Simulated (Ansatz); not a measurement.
## Ge under a change: isotropic strain −2.50 %

Consider Ge in the diamond structure (space group Fd-3m, No. 227; a = 5.762 Å).

It is then changed as follows: every lattice vector is shortened by 2.50 %; the atoms relax in the strained cell.

Level of theory: PBE (Ansatz, a program for electronic structure; PAW; 420 eV plane waves; no spin-orbit coupling). k-mesh 14×14×14 (Γ-centred); smearing 0.05 eV (Fermi–Dirac).

The volume per atom shrinks by 1.75 Å³, from 23.91 Å³ to 22.16 Å³ and the shortest interatomic distance falls by 0.062 Å (2.495 Å → 2.433 Å). The energy goes up by 27 meV/atom and the pressure goes from zero to 5.4 GPa. The band gap goes from zero to 0.23 eV and the valley order (the lowest conduction-band minima on the path, energy above the VBM, named in the base's zone) comes out as Γ 0.23 eV; L along ⟨111⟩ 0.25 eV; a point along ⟨100⟩, about 0.9 Å⁻¹ from Γ 0.53 eV.

Stability against distortions was not tested. The zero or small gap of Ge can change with the level of theory.
